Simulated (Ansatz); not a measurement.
Seebeck coefficient (μV/K, mean over directions) of n-type Si (Fd-3m) against carrier density, PBEsol with spin-orbit coupling, rigid bands in Ansatz (a quantum-chemistry and plane-wave program). Computed gap 0.45 eV; densities at which minority carriers matter at this gap, or further valleys turn the trend, are left out. Conductivity mass 0.28 mₑ (harmonic mean over directions), N_c = 3.0e19 cm⁻³ at 300 K.

| electron density | 300 K |
|---|---|
| 1e17 cm⁻³ | -703 |
| 1e18 cm⁻³ | (withheld) |
| 3e18 cm⁻³ | -410 |
| 1e19 cm⁻³ | -309 |
| 3e19 cm⁻³ | -220 |
| 1e20 cm⁻³ | -134 |
| 3e20 cm⁻³ | (withheld) |
| 1e21 cm⁻³ | (withheld) |

**Question.** Complete the blanks.

**Answer.** 
- 1e18 cm⁻³, 300 K: -504
- 3e20 cm⁻³, 300 K: -80
- 1e21 cm⁻³, 300 K: -47

Rigid bands with a gap fixed in temperature, one relaxation time for all states, no polarons or phonon drag, and whether or not such doping can be reached.
